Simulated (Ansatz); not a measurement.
Consider ZrC in the rock salt structure (space group Fm-3m, No. 225; a = 4.669 Å; relaxed with 0.1 eV smearing). Axes: x, y, z lie along the cube axes.

Computed with PBEsol in Ansatz (plane waves to 420 eV, PAW, no SOC).

Perturbation: a pure shear with ε_xy = ε_yx = 0.0114; the atoms relax in the strained cell.

Problem. Predict the stress tensor and what it implies for the stiffness.

Solution. Stress of the strained cell less that of the base (GPa, compression positive):
```
    0.1    -3.6     0.0
   -3.6     0.1     0.0
    0.0     0.0     0.0
```

Then −Δσ/γ with γ = 2ε = 0.0228 gives relaxed-ion elastic constants: C66 ≈ 156 GPa.

Whether these cells are dynamically stable was not tested. All final runs are without spin polarisation.

Ansatz is a program for electronic structure.
